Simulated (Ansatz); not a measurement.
## SnTe: carrier doping

The reference is SnTe in the rock salt structure (space group Fm-3m, No. 225).

```xyz
2
Lattice="0.0000 3.1856 3.1856 3.1856 0.0000 3.1856 3.1856 3.1856 0.0000" Properties=species:S:1:pos:R:3 pbc="T T T"
Te     0.0000     0.0000     0.0000
Sn     3.1856     3.1856     3.1856
```

Carriers are added at fixed cell with a uniform background; the Fermi–Dirac width is that of 300 K.

The values are results of Kohn–Sham DFT with the r2SCAN functional, run in Ansatz (an electronic-structure program) with PAW and 500 eV plane waves, no SOC, earlier PAW set, not measurements.

Notes on the quantities. Fermi level from band edge: Fermi level relative to the doped band's edge (positive inside the band; to 0.05 eV).

```json
[
 {"change": "undoped", "gap between the host's bands": "0.13 eV", "Fermi level from band edge": "–"},
 {"change": "electrons 1.0×10^21 cm⁻³", "gap between the host's bands": "0.12 eV", "Fermi level from band edge": "+0.25 eV"},
 {"change": "electrons 3.0×10^21 cm⁻³", "gap between the host's bands": "0.10 eV", "Fermi level from band edge": "+0.40 eV"},
 {"change": "holes 1.0×10^21 cm⁻³", "gap between the host's bands": "0.14 eV", "Fermi level from band edge": "+0.60 eV"},
 {"change": "holes 3.0×10^21 cm⁻³", "gap between the host's bands": "0.16 eV", "Fermi level from band edge": "+0.80 eV"}
]
```

Charged cell with a jellium background: band edges are those of the host's band count, energies are not comparable with the neutral cell, and many-body gap narrowing is missing. Spin-orbit coupling, missing from the scalar runs, can matter with Te. Whether these cells are dynamically stable was not tested. The zero or small gap of SnTe can change with the level of theory.
